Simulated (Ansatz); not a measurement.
**WSi2 under a change: uniaxial stress, 2 GPa tension along z**

Consider WSi2 (space group I4/mmm, No. 139; a = 3.229 Å, c = 7.870 Å; relaxed with 0.1 eV smearing). Axes: x, y, z lie along a, b, c of the conventional cell.

One thing is altered: uniaxial stress, 2 GPa tension along z, with the cell and atoms free to relax against it.

Method: DFT with PBE, PAW potentials and a 420 eV plane-wave cutoff in Ansatz (a program for electronic structure), no spin-orbit coupling. k-mesh 25×25×25 (Γ-centred); smearing 0.1 eV (Fermi–Dirac).

Volume per atom: 13.71 Å³ (base 13.67 Å³)
Space group: I4/mmm (No. 139) (base I4/mmm (No. 139))
Shortest interatomic distance: 4.941 bohr (base 4.922 bohr)
Energy relative to the base (free energy F): +0.4 meV/atom
Band gap: zero (base zero)
Strain response (xx, yy, zz): (−0.07, −0.07, +0.41) %
Secant Young's modulus along z: 480 GPa
Mean lateral Poisson ratio: 0.18

Final structure:

```
WSi2
1.0
   -1.61328     1.61328     3.95118
    1.61328    -1.61328     3.95118
    1.61328     1.61328    -3.95118
W Si
1 2
Cartesian
  0.00000   0.00000   0.00000
  0.00000   0.00000   2.64380
  0.00000   0.00000   5.25855
```

Beyond what the load breaks, stability against distortions was not tested. The final runs are not spin-polarised.
